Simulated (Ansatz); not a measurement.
The parent structure is Cu₃N (space group Pm-3m, No. 221; a = 3.765 Å). Axes: x, y, z lie along the cube axes.

Calculations: Ansatz (a program for electronic structure), PBEsol, PAW, cutoff 420 eV, no spin-orbit coupling.

For the base:

- Valley order: M along ⟨110⟩ 0.02 eV; Γ 1.10 eV

The change: biaxial strain +0.60 %, plane normal [001], relaxed out of plane (Cartesian); in-plane vectors clamped, the third vector and the atoms free.

Estimate the effect on the valley order and energy relative to the base.

The valley order (the lowest conduction-band minima on the path, energy above the VBM, named in the base's zone) becomes M along [110] 0.05 eV; M along [011] 0.05 eV; Γ 1.07 eV (base: M along ⟨110⟩ 0.02 eV; Γ 1.10 eV); the energy goes up by 0.9 meV/atom.

Stability against distortions was not tested. The final runs are not spin-polarised.
